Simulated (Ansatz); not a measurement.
## BaZrO3, response to strain

Take BaZrO3 in the cubic perovskite structure (space group Pm-3m, No. 221) as the base.

```xyz
5
Lattice="4.1806 0.0000 0.0000 0.0000 4.1806 0.0000 0.0000 0.0000 4.1806" Properties=species:S:1:pos:R:3 pbc="T T T"
Ba     0.0000     0.0000     0.0000
Zr     2.0903     2.0903     2.0903
O      2.0903     0.0000     2.0903
O      0.0000     2.0903     2.0903
O      2.0903     2.0903     0.0000
```

Cartesian axes are those of the cell as printed.

Strains are applied to the cell and any free atomic positions relax.

Method: Ansatz (a quantum-chemistry and plane-wave program) PBEsol, no spin-orbit coupling.

Notes on the quantities. band gap: an upper bound: an edge found on the path is not a true extremum; the base alone; pressure: mean of the normal stresses, compression positive; energy relative to the base: free energy F.

| case | band gap | pressure | energy relative to the base |
|---|---|---|---|
| base | 3.17 eV | -0.01 GPa | 0 meV/atom |
| uniaxial strain ε_zz = −3.00 % | 3.12 eV | (withheld) | (withheld) |
| uniaxial strain ε_zz = −2.40 % | 3.13 eV | 4.34 GPa | +9.2 meV/atom |
| uniaxial strain ε_zz = −1.80 % | 3.14 eV | 3.17 GPa | +5.0 meV/atom |
| uniaxial strain ε_zz = −1.20 % | 3.15 eV | 2.06 GPa | +2.2 meV/atom |
| uniaxial strain ε_zz = −0.60 % | 3.16 eV | 1.00 GPa | +0.5 meV/atom |

Question: What belongs in the blanks?

Answer: 
- uniaxial strain ε_zz = −3.00 %, pressure: 5.58 GPa
- uniaxial strain ε_zz = −3.00 %, energy relative to the base: +15 meV/atom

Whether these cells are dynamically stable was not tested.
